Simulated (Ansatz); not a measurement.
Worked example: self-consistent single point of Cs (Im-3m, 1 atom in the cell) in Ansatz (an electronic-structure program).

Computed with PBEsol, default PAW files made with PBE (plane waves; Ansatz).

```
CELL_PARAMETERS angstrom
     -3.03475     3.03475     3.03475
      3.03475    -3.03475     3.03475
      3.03475     3.03475    -3.03475
ATOMIC_POSITIONS crystal
  Cs 0.00000 0.00000 0.00000
```

Reference input (self-consistent single point, DFT, PBEsol, plane waves, default PAW files made with PBE): basis.ecutwfc = 30.9 Ry; kpoints.mp_grid.grid = 8 8 8; hamiltonian.xc = pbesol; hamiltonian.pseudopotentials = {kind: paw} (the program's default PAW files); scf.occupations.method = gaussian; scf.occupations.width = 0.0073 Ry. This run's input differs from it in these lines:

Ansatz 0.2 input:
```diff
@@ -10,3 +10,3 @@
 kpoints:
-  mp_grid: { grid: [8, 8, 8] }
+  mp_grid: { grid: [12, 12, 12] }
 hamiltonian:
```

Output (repeated stretches shortened):

```
SCF iter   1: F=—  HF=-5585.795121 eV  |F-HF|=—  |Δ(HF+E_count)|=         —  Δρ=4.95e-4  dr2=2.55e-4  ethr=1.77e-3  ⟨swp⟩=6.0  Hψ=5350  notcnv=0
all-band conjugate gradients solve this SCF's bands
preconditioner: auto → Kerker (q_TF=auto, 1.793 Å⁻¹)
SCF iter   2: F=—  HF=-5585.795447 eV  |F-HF|=—  |Δ(HF+E_count)|=   3.25e-4  Δρ=2.97e-4  dr2=1.09e-4  ethr=2.84e-6  ⟨swp⟩=2.2  Hψ=1570  notcnv=0
SCF iter   3: F=—  HF=-5585.795499 eV  |F-HF|=—  |Δ(HF+E_count)|=   5.23e-5  Δρ=7.15e-5  dr2=6.71e-6  ethr=1.21e-6  ⟨swp⟩=2.0  Hψ=959  notcnv=0
SCF iter   4: F=—  HF=-5585.795499 eV  |F-HF|=—  |Δ(HF+E_count)|=   1.45e-7  Δρ=2.87e-5  dr2=2.46e-6  ethr=7.46e-8  ⟨swp⟩=2.0  Hψ=941  notcnv=0
SCF iter   5: F=—  HF=-5585.795499 eV  |F-HF|=—  |Δ(HF+E_count)|=   7.55e-9  Δρ=1.26e-5  dr2=1.73e-7  ethr=2.73e-8  ⟨swp⟩=2.0  Hψ=924  notcnv=0
SCF iter   6: F=-5585.795499 eV  HF=-5585.795499 eV  |F-HF|=1.69e-9  |Δ(HF+E_count)|=   5.41e-8  Δρ=1.41e-6  dr2=1.53e-9  ethr=1.11e-9  ⟨swp⟩=5.5  Hψ=3331  notcnv=0
SCF 1 converged in 6 iterations: F = -5585.795499 eV  dr2 = 1.53e-9
Free energy (F): -5585.795499 eV
Internal energy: -5585.787128 eV  (E = F + TS)
E sigma→0 (E₀):  -5585.791313 eV
Entropy (-TS):   -0.008372 eV (-8.372 meV/atom)
Fermi energy:    2.266158 eV
--- Forces (eV/Å), atoms counted from 1 ---
  atom   1  Cs     0.00000000    -0.00000000    -0.00000000
--- Stress (GPa, compression-positive) ---
       -0.054367      -0.000000      -0.000000
        0.000000      -0.054367       0.000000
        0.000000       0.000000      -0.054367
  P = ⅓ Tr σ = -0.0544 GPa (-0.544 kbar)
  The stress holds the Pulay correction. Without it, at fixed plane waves, as pw.x and ABINIT print it: P = -0.0546 GPa
```

The run converged in 6 iterations. Against the reference run the free energy falls by 2.5 meV/atom and the pressure moves little (-0.06 to -0.05 GPa).

The starting cell has typed, rounded lattice constants, without a prior relaxation at this level. Its lattice was rescaled by up to half a per cent. Ansatz's pressure includes its estimate of the finite-basis (Pulay) stress.
